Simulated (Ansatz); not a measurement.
The reference is GaP in the zinc blende structure (space group F-43m, No. 216).

```yaml
crystal:
  lattice:
    - [0.00000, 2.72566, 2.72566]
    - [2.72566, 0.00000, 2.72566]
    - [2.72566, 2.72566, 0.00000]
  atoms:
    - { symbol: Ga, position: [0.00000, 0.00000, 0.00000] }
    - { symbol: P, position: [0.25000, 0.25000, 0.25000] }
```

Cartesian axes are those of the cell as printed.

Level of theory: r2SCAN (Ansatz, a quantum-chemistry and plane-wave program; PAW; 500 eV plane waves; spin-orbit coupling left out).

Strains are applied to the cell and any free atomic positions relax; under biaxial strain the out-of-plane vector relaxes too.

One change was made to it. Results:

| quantity | base | after |
|---|---|---|
| energy relative to the base (free energy F) | 0 meV/atom | +0.5 meV/atom |
| smallest direct gap | 2.36 eV | 2.40 eV |
| volume per atom | 20.25 Å³ | 20.12 Å³ |
| valley order (the lowest conduction-band minima on the path, energy above the VBM, named in the base's zone) | a point along ⟨100⟩, about 1.0 Å⁻¹ from Γ 1.85 eV; L along ⟨111⟩ 2.04 eV; Γ 2.36 eV | a point along [100], about 1.0 Å⁻¹ from Γ 1.82 eV; L along [1-11] 2.03 eV; L along [111] 2.11 eV; Γ 2.40 eV |

Which of these changes matches the shifts?
A) biaxial strain −2.08 %, plane normal [111], relaxed out of plane
B) biaxial strain −1.25 %, plane normal [111], relaxed out of plane
C) biaxial strain −0.83 %, plane normal [111], relaxed out of plane
D) biaxial strain −1.67 %, plane normal [111], relaxed out of plane
E) biaxial strain −0.42 %, plane normal [111], relaxed out of plane

E, biaxial strain −0.42 %, plane normal [111], relaxed out of plane. For comparison, the valley order in the other runs: biaxial strain −0.83 %, plane normal [111], relaxed out of plane gives a point along [100], about 1.0 Å⁻¹ from Γ 1.78 eV; L along [1-11] 2.01 eV; L along [111] 2.18 eV; Γ 2.43 eV; biaxial strain −1.67 %, plane normal [111], relaxed out of plane gives a point along [100], about 1.0 Å⁻¹ from Γ 1.69 eV; L along [1-11] 1.97 eV; L along [111] 2.32 eV; Γ 2.47 eV; biaxial strain −1.25 %, plane normal [111], relaxed out of plane gives a point along [100], about 1.0 Å⁻¹ from Γ 1.74 eV; L along [1-11] 1.99 eV; L along [111] 2.25 eV; Γ 2.46 eV; biaxial strain −2.08 %, plane normal [111], relaxed out of plane gives a point along [100], about 1.1 Å⁻¹ from Γ 1.64 eV; L along [1-11] 1.94 eV; L along [111] 2.39 eV; Γ 2.47 eV.

Stability against distortions was not tested.
